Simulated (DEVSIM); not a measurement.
Structure: Ni/SiO2/p-Ge capacitor, at 300 K.

```tsv
layer (left to right)	material	thickness (nm)	Na (cm⁻³)
1	SiO2	4.40	-
2	Ge	1000	3.4e17
```

Metal gate on the left, work function 5.1 eV. Fixed charge at the semiconductor interface 1.1e10 cm⁻² (in units of +e); no interface traps.

The device is made up for the run: typed textbook-type constants, with dimensions and the other settings drawn at random. Values at 300 K.

```
parameter      SiO2       Ge
-------------  ----  -------
gap (eV)          9    0.664
affinity (eV)   0.9        4
permittivity    3.9       16
Nc (cm⁻³)         -  1.04e19
Nv (cm⁻³)         -     6e18
```

Simulated with DEVSIM: 1D Poisson equation in equilibrium, Boltzmann statistics, complete ionisation; no quantum confinement or tunnelling. Metal contacts follow the ideal Schottky-Mott rule: no Fermi-level pinning, no interface dipoles.

The interface trap density was swept, all else fixed.

```
interface trap density (cm^-2 eV^-1)  flat-band voltage (V)  threshold voltage (band bending 2φF) (V)  minimum of the low-frequency capacitance (μF/cm²)
------------------------------------  ---------------------  ----------------------------------------  -------------------------------------------------
0                                                      0.51                                      1.36                                              0.232
1e10                                                   0.51                                      1.36                                              0.233
1e11                                                   0.50                                      1.37                                              0.240
3e11                                                   0.49                                      1.38                                         (withheld)
1e12                                                   0.46                                      1.41                                              0.302
2e12                                                   0.40                                      1.46                                              0.355
```

Some entries are withheld; supply them.


- 3e11, minimum of the low-frequency capacitance (μF/cm²): 0.256
